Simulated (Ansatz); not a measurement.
For InBi (F-43m, No. 216, 2 atoms in the cell; start mp-1001833), PBEsol (Ansatz, an electronic-structure program, plane waves, PAW) gives:

- equilibrium lattice constant a: 6.722 Å
- bulk modulus: 35.8 GPa
- cohesive energy: 2.76 eV/atom

Question: What does r²SCAN (Ansatz, PAW) give for the same quantities?

Answer: 
- lattice constant a: 6.759 Å (increases by 0.6 %)
- bulk modulus: 36.1 GPa (rises by 0.8 %)
- cohesive energy: 2.43 eV/atom (decreases by 0.33 eV/atom)

Changes are worked out from the printed values.

Unless a cell is named, each level is at its own relaxed cell (PBEsol 37.97, r²SCAN 38.59 Å³/atom).

Levels without +SOC leave out spin–orbit coupling, which shifts energies and cells of such heavy elements.

Caveats: the bulk modulus is −V dP/dV from two relaxed cells at ±2 % in volume (PBEsol, r²SCAN); the relaxation could not lower the start's symmetry, so the cell can be a saddle point above a distorted one (PBEsol, r²SCAN). Ansatz's density-functional and Hartree–Fock values are scalar-relativistic unless marked +SOC, with PAW data made under PBE.

A start named mp-… is a Materials Project structure, which need not be a measured phase.
